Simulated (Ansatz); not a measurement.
Consider Mg2Ge in the anti-fluorite structure (space group Fm-3m, No. 225; a = 6.286 Å).

The values are results of LDA (Ansatz, an electronic-structure program; PAW; 420 eV plane waves; no spin-orbit coupling), not measurements.

Base values:

The gap character is indirect, Γ → X. The band gap comes out as 0.10 eV.

It is then changed as follows: every lattice vector is stretched by 2.50 %, atoms relaxed at fixed cell.

Problem. What happens to the gap character and band gap?

Solution. The gap character stays indirect, Γ → X; the band gap increases by 0.07 eV (0.10 eV → 0.17 eV).

The cells carry an imposed strain or load. No phonon test of stability was made. The zero or small gap of Mg2Ge can change with the level of theory.
